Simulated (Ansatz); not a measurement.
Results of LDA (plane waves, PAW; Ansatz, a quantum-chemistry and plane-wave program) for Si (model structure, started from the beta-W type, Pm-3n, No. 223, 8 atoms in the cell).

Run with plane-wave cutoff 520 eV, 12×12×12 k mesh, Fermi–Dirac smearing 0.05 eV, scalar-relativistic PAW data made under PBE.

Cell (relaxed at this level):

```yaml
crystal:
  lattice:
    - [4.85098, 0.00000, 0.00000]
    - [0.00000, 4.85098, 0.00000]
    - [0.00000, 0.00000, 4.85098]
  atoms:
    - { symbol: Si, position: [0.25000, 0.00000, 0.50000] }
    - { symbol: Si, position: [0.75000, 0.00000, 0.50000] }
    - { symbol: Si, position: [0.00000, 0.50000, 0.25000] }
    - { symbol: Si, position: [0.00000, 0.50000, 0.75000] }
    - { symbol: Si, position: [0.50000, 0.25000, 0.00000] }
    - { symbol: Si, position: [0.50000, 0.75000, 0.00000] }
    - { symbol: Si, position: [0.00000, 0.00000, 0.00000] }
    - { symbol: Si, position: [0.50000, 0.50000, 0.50000] }
```

Question: Give the computed bulk modulus B0.

Answer: 
bulk modulus B0: 90.6 GPa

The run finds no gap.

Note: the bulk modulus is −V dP/dV from two relaxed cells at ±2 % in volume; the relaxation could raise the start's symmetry but not lower it, so the cell can be a saddle point.

Static lattice: no zero-point or thermal effects.

It cost about 80 core-seconds (a rough figure) of CPU time.

A model structure was made by putting elements into a prototype or built by hand; it is no filed structure, need not be a known phase, and can be a saddle point held by its symmetry.
